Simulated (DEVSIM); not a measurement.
Structure: W/HfO2/p-Si capacitor, at 250 K.

```tsv
layer (left to right)	material	thickness (nm)	Na (cm⁻³)
1	HfO2	2.50	-
2	Si	5900	9.4e15
```

Metal gate on the left, work function 4.6 eV. Fixed charge at the semiconductor interface -3.6e10 cm⁻² (in units of +e); no interface traps.

This is a model device: material constants are rounded textbook-type values typed into the input, and sizes, dopings and lifetimes were drawn at random. Values at 300 K; Nc and Nv go as T^1.5, mobilities as T to minus their exponent, the gap by Varshni's rule with the affinity fixed.

```
parameter         HfO2        Si
----------------  ----  --------
gap (eV)           5.7     1.124
affinity (eV)      2.5      4.05
permittivity        22      11.7
Nc (cm⁻³)            -   2.86e19
Nv (cm⁻³)            -    3.1e19
Varshni α (eV/K)     -  0.000473
Varshni β (K)        -       636
```

DEVSIM, 1D Poisson equation in equilibrium, Boltzmann statistics, complete ionisation; no quantum confinement or tunnelling. Metal contacts follow the ideal Schottky-Mott rule: no Fermi-level pinning, no interface dipoles.

Question: Tabulate band edges, carrier densities and field at 0.1 V on the gate.

Answer: Energies count from the Fermi level of the right contact; mesh points crowd at the junctions.

```
x (μm)     Ec (eV)  Ev (eV)  n (cm⁻³)  p (cm⁻³)  field (V/cm)
---------  -------  -------  --------  --------  ------------
0.000        2.000   -3.700     < 1e2     < 1e2         23000
0.0009341    2.002   -3.698     < 1e2     < 1e2         23000
0.001869     2.004   -3.696     < 1e2     < 1e2         23000
0.002811     0.457   -0.679    1.3e10    480000         38000
0.005406     0.467   -0.669     8.5e9    750000         37000
0.01020      0.484   -0.652     3.7e9   1700000         37000
0.02067      0.522   -0.614     6.5e8   9800000         35000
0.05476      0.633   -0.503   3700000     1.7e9         30000
0.1178       0.794   -0.342      2100    3.1e12         21000
0.2553       0.952   -0.184     < 1e2    4.6e15          3500
0.5549       0.967   -0.169     < 1e2    9.4e15           ≈ 0
1.531        0.967   -0.169     < 1e2    9.4e15           ≈ 0
3.238        0.967   -0.169     < 1e2    9.4e15           ≈ 0
4.681        0.967   -0.169     < 1e2    9.4e15           ≈ 0
5.476        0.967   -0.169     < 1e2    9.4e15           ≈ 0
5.707        0.967   -0.169     < 1e2    9.4e15           ≈ 0
5.811        0.967   -0.169     < 1e2    9.4e15           ≈ 0
5.861        0.967   -0.169     < 1e2    9.4e15           ≈ 0
5.889        0.967   -0.169     < 1e2    9.4e15           ≈ 0
5.897        0.967   -0.169     < 1e2    9.4e15           ≈ 0
5.901        0.967   -0.169     < 1e2    9.4e15           ≈ 0
5.902        0.967   -0.169     < 1e2    9.4e15           ≈ 0
```
